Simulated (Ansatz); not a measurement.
White tin (β-Sn): LDA at its full settings (plane-wave cutoff 520 eV, 20×20×20 k mesh, Fermi–Dirac smearing 0.05 eV, scalar-relativistic PAW data made under PBE) and at cheaper ones, in a cell of 2 atoms with Γ-centred meshes.

```tsv
level and setting	lattice parameter a (Å)	lattice parameter c (Å)	bulk modulus (GPa)
LDA (Ansatz)	5.787	3.126	60.0
LDA (Γ point alone) (Ansatz)	[?]	[?]	[?]
LDA (2×2×2 k mesh) (Ansatz)	5.815	3.202	63.7
LDA (4×4×4 k mesh) (Ansatz)	5.707	3.204	61.4
```

Task: Estimate the withheld entries.

Result: 
- LDA (Γ point alone) (Ansatz, an electronic-structure program), lattice parameter a (Å): 6.673
- LDA (Γ point alone) (Ansatz), lattice parameter c (Å): 2.202
- LDA (Γ point alone) (Ansatz), bulk modulus (GPa): 97.7

Largest shifts from the full settings: lattice constant a +15.3 % (LDA (Γ point alone)), against a difference of -0.75 % of the full result from the reference 5.831 Å (measured, 293 K, no zero-point or thermal correction; as tabulated in Wikipedia's data pages); lattice parameter c -30 % (LDA (Γ point alone)), against a difference of -1.73 % of the full result from the reference 3.181 Å (measured, 293 K, no zero-point or thermal correction; as tabulated in Wikipedia's data pages); bulk modulus +63 % (LDA (Γ point alone)), against a difference of +5.3 % of the full result from the reference 57.0 GPa (measured, temperature not stated, not corrected to a static lattice; as tabulated in Chen et al. (2023), arXiv:2209.05059).

The full settings aren't shown to be converged themselves.

Ansatz's density-functional and Hartree–Fock values are scalar-relativistic unless marked +SOC, with PAW data made under PBE.

Run with cheap settings on purpose, which may leave them unconverged: LDA (2×2×2 k mesh), LDA (4×4×4 k mesh), LDA (Γ point alone).
